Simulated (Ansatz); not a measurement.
Defect: Zr-vacancy pair (Zr on one host Cu site, one Cu site vacant) in fcc Cu, neutral cell. Level of theory: PBE, PAW (plane waves to 420 eV; Ansatz, a quantum-chemistry and plane-wave program).

Cell of 32 host sites held at the relaxed PBE lattice; a 2×2×2 k-point mesh shifted by half a step; Fermi-Dirac width 0.10 eV, spin-restricted; finite-size errors left in. Energies are static. Forms of the defect that were not tried may lie lower.

Barriers: single points on a 4×4×4 k-point mesh shifted by half a step at the bands' geometries (they differ from the bands' own by up to 0.20 eV, and are uncertain by about as much).

Relaxed starting cell (atoms counted from 1):

```
Cu30Zr
1.0
    7.26000     0.00000     0.00000
    0.00000     7.26000     0.00000
    0.00000     0.00000     7.26000
Zr Cu
1 30
Direct
  0.99977   0.03160   0.03231
  0.99977   0.00595   0.49007
  0.99967   0.48959   0.00612
  0.99980   0.49837   0.49923
  0.49951   0.99890   0.99965
  0.49984   0.00075   0.51227
  0.49983   0.51151   0.00187
  0.49994   0.50125   0.50187
  0.99957   0.25743   0.74486
  0.99982   0.74424   0.25833
  0.99974   0.75507   0.75569
  0.49972   0.25486   0.25522
  0.49978   0.25383   0.74312
  0.49949   0.74220   0.25467
  0.49950   0.75142   0.75231
  0.27052   0.99697   0.26337
  0.24746   0.00369   0.74955
  0.24514   0.49503   0.25218
  0.24814   0.50289   0.74963
  0.72872   0.99650   0.26316
  0.75196   0.00362   0.74955
  0.75418   0.49556   0.25197
  0.75133   0.50283   0.74937
  0.27053   0.26276   0.99718
  0.24609   0.25131   0.49702
  0.24753   0.74877   0.00482
  0.24814   0.74864   0.50322
  0.72888   0.26253   0.99715
  0.75371   0.25125   0.49622
  0.75191   0.74881   0.00454
  0.75136   0.74880   0.50328
```

End state 1 differs by these moves (Å; atoms that move under 0.08 Å are left out):

| atom | element | Δx | Δy | Δz |
|---|---|---|---|---|
| 1 | Zr | 0.00 | 1.38 | 1.38 |
| 2 | Cu | 0.00 | -0.07 | 0.15 |
| 3 | Cu | 0.00 | 0.14 | -0.07 |
| 9 | Cu | 0.00 | -0.07 | 0.14 |
| 10 | Cu | 0.00 | 0.15 | -0.07 |

Give the forward and backward barriers to end state 1 at the level PBE, PAW.

forward 0.18 eV, backward 0.18 eV; at the saddle point atom 1 has neighbours 4 Cu at 2.54, 4 Cu at 2.86, 8 Cu at 3.28 Å. The saddle point's order was not checked, and it lies on a symmetry element of the cell, where a band can be held.
